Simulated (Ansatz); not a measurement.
Start from ZnGeP$_{2}$ in the chalcopyrite structure (space group I-42d, No. 122).

```
CELL_PARAMETERS angstrom
     -2.71213     2.71213     5.35485
      2.71213    -2.71213     5.35485
      2.71213     2.71213    -5.35485
ATOMIC_POSITIONS crystal
  Zn 0.00000 0.00000 0.00000
  Zn 0.75000 0.25000 0.50000
  Ge 0.50000 0.50000 0.00000
  Ge 0.25000 0.75000 0.50000
  P  0.87500 0.87334 0.49834
  P  0.12666 0.62500 0.00166
  P  0.37500 0.37666 0.50166
  P  0.62334 0.12500 0.99834
```

Cartesian axes are those of the cell as printed.

Method: Ansatz (a quantum-chemistry and plane-wave program), PBEsol, PAW, cutoff 420 eV, no SOC.

Base values:

```
Quantity                                      Result
-----------------------------  ---------------------
Valence-band top at Γ          0.00, -0.07, -0.07 eV
Shortest interatomic distance             4.410 bohr
Band gap                                     1.07 eV
```

It is then changed as follows: uniaxial strain ε_xx = +2.25 %, all other strain components held at zero; the atoms relax in the strained cell.

How does this affect the valence-band top at Γ?

The valence-band top at Γ (three highest levels, from the VBM) becomes 0.00, -0.06, -0.20 eV (base: 0.00, -0.07, -0.07 eV).

Estimate the effect on the shortest interatomic distance.

The shortest interatomic distance rises by 0.025 bohr (4.410 bohr → 4.435 bohr).

What happens to the stress?

The stress (xx, yy, zz, yz, xz, xy; compression positive) is (-2.85, -1.22, -1.24, 0.00, 0.00, 0.00) GPa.

Estimate the effect on the band gap.

The band gap falls by 0.05 eV, from 1.07 eV to 1.02 eV.

Stability against distortions was not tested.
